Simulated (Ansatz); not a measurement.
The starting structures come from a database of crystals and need not be the phases stable at ambient conditions.

Where the default PAW files enter, the runs use the earlier of Ansatz's two default sets.

## Evanescent states of Te2W (P6_3/mmc, not sure to be the ambient phase, 6 atoms a cell, 24.3 Å³ an atom) along the normal of (001)

Level of theory: PBEsol (plane waves, PAW; Ansatz, a quantum-chemistry and plane-wave program).

The gap is the functional's own. No spin-orbit coupling. Mid-gap values are those at the computed energy nearest the middle.

Energies count from the valence-band top; κ is the least over a 12×12 mesh across the current.

| E (eV) | κ (1/Å) | where |
|---|---|---|
| 0.03 | 0.058 | off Γ |
| 0.09 | 0.095 | off Γ |
| 0.15 | 0.116 | off Γ |
| 0.21 | ? | off Γ |
| 0.27 | ? | off Γ |
| 0.33 | ? | off Γ |
| 0.39 | ? | off Γ |
| 0.45 | ? | off Γ |
| 0.51 | ? | off Γ |
| 0.57 | ? | off Γ |
| 0.63 | 0.107 | off Γ |
| 0.69 | 0.079 | off Γ |
| 0.75 | 0.022 | off Γ |

Complete the blanks.


- 0.21, κ (1/Å): 0.129
- 0.27, κ (1/Å): 0.138
- 0.33, κ (1/Å): 0.143
- 0.39, κ (1/Å): 0.147
- 0.45, κ (1/Å): 0.148
- 0.51, κ (1/Å): 0.141
- 0.57, κ (1/Å): 0.127
